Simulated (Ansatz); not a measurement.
## Worked sum: energy of one form of TiSi2 over another

This concerns the energy of one form of TiSi2 over another. The value is E(A) − E(B), in meV per atom.

A: TiSi2 (Cmcm), 6 atoms in the cell; spin state with PBE: run without spin.
```
CELL_PARAMETERS angstrom
      3.54764     0.00000     0.00000
      0.00000     0.00000    -3.57942
     -1.77382     6.77984     0.00000
ATOMIC_POSITIONS crystal
  Ti 0.10317 0.75000 0.20635
  Ti 0.89683 0.25000 0.79365
  Si 0.44084 0.75000 0.88168
  Si 0.55916 0.25000 0.11832
  Si 0.75020 0.75000 0.50039
  Si 0.24980 0.25000 0.49961
```

B: TiSi2 (Fddd), 6 atoms in the cell; spin state with PBE: run without spin.
```xyz
6
Lattice="2.4035 4.1349 0.0000 2.4035 -4.1349 0.0000 -2.4035 0.0000 -4.2805" Properties=species:S:1:pos:R:3 pbc="T T T"
Ti     2.4035     0.0000     0.0000
Ti     1.2018     2.0674    -2.1402
Si     2.4035     2.7866     0.0000
Si     2.4035    -2.7866     0.0000
Si     1.2018    -0.7192    -2.1402
Si     1.2018    -3.4157    -2.1402
```

Ansatz (an electronic-structure program) with PAW potentials; structures come from PBE relaxations, nuclei static, no net charge. Ansatz runs with its default PAW set. Other levels take these structures. The lattices are those relaxed with PBE, so at other levels the solids can be strained, which adds to the spread. A dispersion term (D3(BJ), or D4 for r2SCAN) was computed beside these levels and is taken off wherever the name lacks it.

Total energies of the cells in eV, at zero smearing width. They compare only within one column; the weights balance every element.

| cell | atoms | weight | PBE | PBEsol |
|---|---|---|---|---|
| A: TiSi2 (Cmcm) | 6 | +1 | -7545.96758 | -7437.76684 |
| B: TiSi2 (Fddd) | 6 | −1 | -7545.92560 | -7437.76086 |

PBE: (-7545.96758) − (-7545.92560) = -0.042 eV; dividing by 6 atoms gives -7 meV/atom.

PBEsol: (-7437.76684) − (-7437.76086) = -0.006 eV; dividing by 6 atoms gives -1 meV/atom.

What follows from the PBE value: Against the thermal energy at 300 K, k_BT = 25.9 meV, the difference of 7.0 meV per atom is 0.27 k_BT. To turn the order at 1000 K, where k_BT = 86.2 meV, the higher one would need 0.081 k_B per atom more entropy.
